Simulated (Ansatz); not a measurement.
The reference is AsP in the rock salt structure (space group Fm-3m, No. 225; a = 5.1715 Å; a hypothetical phase, not in the database extracts checked; relaxed with 0.1 eV smearing). Axes: x, y, z lie along the cube axes.

Method: DFT with r2SCAN, PAW potentials and a 500 eV plane-wave cutoff in Ansatz (a first-principles code), no spin-orbit coupling.

Before the change:

| Item | Result |
|---|---|
| Shortest interatomic distance | 2.586 Å |

One thing is altered: the cell is stretched by 5.54 % along x with no lateral relaxation; the atoms relax in the strained cell.

Question: What happens to the stress?

Answer: The stress (xx, yy, zz, yz, xz, xy; compression positive) amounts to (-9.5, -1.5, -1.5, 0.0, 0.0, 0.0) GPa.

Question: What happens to the energy relative to the base?

Answer: The energy rises by 32 meV/atom.

Question: What does the calculation give for the shortest interatomic distance after the change?

Answer: The shortest interatomic distance stays 2.586 Å.

Stability against distortions was not tested. All final runs are without spin polarisation.
